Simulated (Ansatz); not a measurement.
## GaAs (Pa-3, No. 205, 16 atoms in the cell; start mp-15619; a measured phase of this formula has another space group)

Level of theory: LDA (PAW; Ansatz, a program for electronic structure).

Settings: plane-wave cutoff 520 eV, 8×8×8 k mesh, Fermi–Dirac smearing 0.05 eV, scalar-relativistic PAW data made under PBE.

Cell (relaxed at this level):

```xyz
16
Lattice="6.8601 0.0000 0.0000 0.0000 6.8601 0.0000 0.0000 0.0000 6.8601" Properties=species:S:1:pos:R:3 pbc="T T T"
Ga     2.3495     2.3495     2.3495
Ga     4.5106     4.5106     4.5106
Ga     1.0806     4.5106     5.7795
Ga     5.7795     2.3495     1.0806
Ga     5.7795     1.0806     4.5106
Ga     1.0806     5.7795     2.3495
Ga     4.5106     5.7795     1.0806
Ga     2.3495     1.0806     5.7795
As     0.9620     0.9620     0.9620
As     5.8981     5.8981     5.8981
As     2.4680     5.8981     4.3920
As     4.3920     0.9620     2.4680
As     4.3920     2.4680     5.8981
As     2.4680     4.3920     0.9620
As     5.8981     4.3920     2.4680
As     0.9620     2.4680     4.3920
```

```yaml
band_gap: zero (no gap)
```

Note: the relaxation could not lower the start's symmetry, so the cell can be a saddle point above a distorted one.

Spin–orbit coupling is not included.

Static lattice: no zero-point or thermal effects.

A start named mp-… is a Materials Project structure, which need not be a measured phase.
